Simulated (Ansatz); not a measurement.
System: CaAlO2F (model structure, started from the SrVO2H type, P4/mmm, No. 123, 5 atoms in the cell). Method: LDA (Ansatz, a program for electronic structure, PAW).

Run with plane-wave cutoff 520 eV, 10×10×10 k mesh, Fermi–Dirac smearing 0.01 eV, scalar-relativistic PAW data made under PBE.

Computed at the level's own relaxed cell.

```xyz
5
Lattice="3.6853 0.0000 0.0000 0.0000 3.6853 0.0000 0.0000 0.0000 3.6239" Properties=species:S:1:pos:R:3 pbc="T T T"
Ca     1.8427     1.8427     1.8120
Al     0.0000     0.0000     0.0000
O      1.8427     0.0000     0.0000
O      0.0000     1.8427     0.0000
F      0.0000     0.0000     1.8120
```

**Question.** List the 17 lowest band energies at Γ above −25 eV (eV, relative to the valence band maximum), grouping those that round alike.

**Answer.** At Γ: -20.56 (×2), -20.36, -18.09, -16.31, -9.07, -7.56 (×2), -4.24 (×2), -2.23, -1.62, -1.04 (×2), 3.39, 3.81, 5.08.

Note: the relaxation could raise the start's symmetry but not lower it, so the cell can be a saddle point.

A model structure was made by putting elements into a prototype or built by hand; it is no filed structure, need not be a known phase, and can be a saddle point held by its symmetry.
